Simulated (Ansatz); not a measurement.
Migration barriers: Cl vacancy in rock-salt NaCl, charge state +1

System: Cl vacancy in rock-salt NaCl (charge state +1). Computed with PBE, PAW (plane waves to 420 eV; Ansatz, a first-principles code).

Settings: 64 host sites, the relaxed PBE lattice, the Γ point alone, smearing 0.01 eV, spin-restricted, no image-charge correction. No zero-point or tunnelling terms. The charge state is imposed; whether it is stable for some Fermi level was not computed. Forms of the defect that were not tried may lie lower.

Barriers: single points on a 2×2×2 k-point mesh shifted by half a step at the bands' geometries.

```json
[
 {"Route": "one Cl atom jumps into the vacancy from a nearby Cl site", "Start site over the lowest site run (eV)": "0.00", "Hop (Å)": "3.83", "Forward barrier (eV)": "0.72", "Backward barrier (eV)": "0.72", "Neighbours at the start": "2 Na at 2.80, 2 Na at 2.86, 2 Na at 2.92 Å", "Neighbours at the saddle": "2 Na at 2.51 Å", "Saddle order": "not checked, on a symmetry element", "Forward, on the band's own sampling (eV)": "0.72"}
]
```

Paths come from nudged elastic bands with a climbing image.  A band can be held on a symmetry element, so unchecked saddle points there may be too high.

The whole set of runs took around 0.27 core-hours (rough).
